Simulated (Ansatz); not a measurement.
Band structure of Yb (Fm-3m, 1 atom in the cell).

```
Yb
1.0
    0.00000     2.75187     2.75187
    2.75187     0.00000     2.75187
    2.75187     2.75187     0.00000
Yb
1
Direct
  0.00000   0.00000   0.00000
```

Computed with PBE (plane waves, PAW; Ansatz, a first-principles code).

Settings: basis.ecutwfc = 420 eV; kpoints.mp_grid.grid = 7 7 7; hamiltonian.xc = pbe; hamiltonian.pseudopotentials = {kind: paw} (the program's default PAW files); scf.occupations.method = fermi_dirac; scf.occupations.width = 0.1 eV; kpoints.band_path.npoints = 8.

The starting cell comes from a database of computed structures (which also holds hypothetical and non-ambient phases and stackings), without a prior relaxation at this level. Its lattice was rescaled by a random factor within 2.5 % of one. Spin-orbit coupling is off. Spin polarisation is off.

Levels in eV from the Fermi level, bands 9 to 15:
```tsv
point	9	10	11	12	13	14	15
Γ	-0.53	-0.46	-0.46	-0.46	2.69	2.69	2.69
X	-0.53	-0.49	-0.48	-0.48	0.27	1.24	5.85
W	-0.51	-0.51	-0.49	0.03	0.67	0.67	2.34
K	-0.52	-0.49	-0.48	-0.18	0.11	0.95	4.08
L	-0.54	-0.47	-0.47	-0.46	0.07	2.51	2.51
U	-0.52	-0.49	-0.48	-0.18	0.11	0.95	4.08
```

Bands cross the Fermi level along this path, so the cell is metallic at this level.

Keys are those of Ansatz 0.2.
